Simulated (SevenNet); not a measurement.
We consider cubic perovskite KZnF3, described by the machine-learned potential SevenNet-l3i5 (trained on PBE and PBE+U data).

The volume scan:

```json
[
 {"V (Å³/atom)": "13.213", "E − E_lowest (meV/atom)": "12.78", "P (GPa)": "5.13"},
 {"V (Å³/atom)": "13.424", "E − E_lowest (meV/atom)": "7.00", "P (GPa)": "3.68"},
 {"V (Å³/atom)": "13.635", "E − E_lowest (meV/atom)": "3.04", "P (GPa)": "2.36"},
 {"V (Å³/atom)": "13.846", "E − E_lowest (meV/atom)": "0.75", "P (GPa)": "1.14"},
 {"V (Å³/atom)": "14.057", "E − E_lowest (meV/atom)": "0.00", "P (GPa)": "0.02"},
 {"V (Å³/atom)": "14.268", "E − E_lowest (meV/atom)": "0.66", "P (GPa)": "-1.01"},
 {"V (Å³/atom)": "14.479", "E − E_lowest (meV/atom)": "2.63", "P (GPa)": "-1.97"},
 {"V (Å³/atom)": "14.689", "E − E_lowest (meV/atom)": "5.81", "P (GPa)": "-2.85"},
 {"V (Å³/atom)": "14.900", "E − E_lowest (meV/atom)": "10.10", "P (GPa)": "-3.66"}
]
```

Question: Estimate the bulk modulus and its pressure derivative from these points.

Answer: V0 = 14.060 Å³/atom, B0 = 71.7 GPa, B′ = 4.5 (fit to the energies at full precision).

Measured, for comparison: bulk modulus 80 GPa (temperature not stated, no zero-point or thermal correction, (C11+2C12)/3; as tabulated in Vaitheeswaran et al. (2016), arXiv:1609.00541); equilibrium volume per atom 13.34 Å³/atom (room temperature, no zero-point or thermal correction; as tabulated in Dubrovin et al. (2021), arXiv:2110.13026). Computed (rounded) less measured: bulk modulus -10 %, equilibrium volume per atom +5.4 %.

A machine-learned potential is trained on density-functional data: it inherits that level's misses and adds fitting errors of its own.

Note: this model's volume lies 6 % above that of the starting cell (a measured, published or database cell).

Computed values are for the static lattice.
